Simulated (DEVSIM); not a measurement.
System: Au/SiON/SiO2/p-Si capacitor, at 300 K.

```
layer (left to right)  material  thickness (nm)  Na (cm⁻³)
---------------------  --------  --------------  ---------
1                          SiON            5.90          -
2                          SiO2           0.930          -
3                            Si            2200       7e16
```

Metal gate on the left, work function 5.1 eV. Fixed charge at the semiconductor interface -8.91e11 cm⁻² (in units of +e); no interface traps.

This is a model device: material constants are rounded textbook-type values typed into the input, and sizes, dopings and lifetimes were drawn at random. Values at 300 K.

```csv
parameter,SiON,SiO2,Si
gap (eV),7,9,1.124
affinity (eV),1.4,0.9,4.05
permittivity,5.5,3.9,11.7
Nc (cm⁻³),-,-,2.86e19
Nv (cm⁻³),-,-,3.1e19
```

Model (solved in DEVSIM): 1D Poisson equation in equilibrium, Boltzmann statistics, complete ionisation; no quantum confinement or tunnelling. Metal contacts follow the ideal Schottky-Mott rule: no Fermi-level pinning, no interface dipoles.

Task: Tabulate band edges, carrier densities and field at 0.7 V on the gate.

Result: Energies count from the Fermi level of the right contact; mesh points crowd at the junctions.

| x (μm) | Ec (eV) | Ev (eV) | n (cm⁻³) | p (cm⁻³) | field (V/cm) |
|---|---|---|---|---|---|
| 0.000 | 3.000 | -4.000 | < 1e2 | < 1e2 | 450000 |
| 0.001160 | 3.053 | -3.947 | < 1e2 | < 1e2 | 450000 |
| 0.002950 | 3.134 | -3.866 | < 1e2 | < 1e2 | 450000 |
| 0.004838 | 3.220 | -3.780 | < 1e2 | < 1e2 | 450000 |
| 0.006191 | 3.787 | -5.213 | < 1e2 | < 1e2 | 640000 |
| 0.006685 | 3.818 | -5.182 | < 1e2 | < 1e2 | 640000 |
| 0.007879 | 0.685 | -0.439 | 9.0e7 | 1.3e12 | 74000 |
| 0.01198 | 0.714 | -0.410 | 2.9e7 | 4.1e12 | 70000 |
| 0.01943 | 0.763 | -0.361 | 4300000 | 2.7e13 | 62000 |
| 0.03565 | 0.850 | -0.274 | 150000 | 7.6e14 | 44000 |
| 0.07325 | 0.948 | -0.176 | 3400 | 3.4e16 | 11000 |
| 0.1988 | 0.966 | -0.158 | 1700 | 7.0e16 | ≈ 0 |
| 0.4264 | 0.966 | -0.158 | 1700 | 7.0e16 | ≈ 0 |
| 0.9225 | 0.966 | -0.158 | 1700 | 7.0e16 | ≈ 0 |
| 1.736 | 0.966 | -0.158 | 1700 | 7.0e16 | ≈ 0 |
| 1.991 | 0.966 | -0.158 | 1700 | 7.0e16 | ≈ 0 |
| 2.108 | 0.966 | -0.158 | 1700 | 7.0e16 | ≈ 0 |
| 2.164 | 0.966 | -0.158 | 1700 | 7.0e16 | ≈ 0 |
| 2.192 | 0.966 | -0.158 | 1700 | 7.0e16 | ≈ 0 |
| 2.201 | 0.966 | -0.158 | 1700 | 7.0e16 | ≈ 0 |
| 2.205 | 0.966 | -0.158 | 1700 | 7.0e16 | ≈ 0 |
| 2.207 | 0.966 | -0.158 | 1700 | 7.0e16 | ≈ 0 |
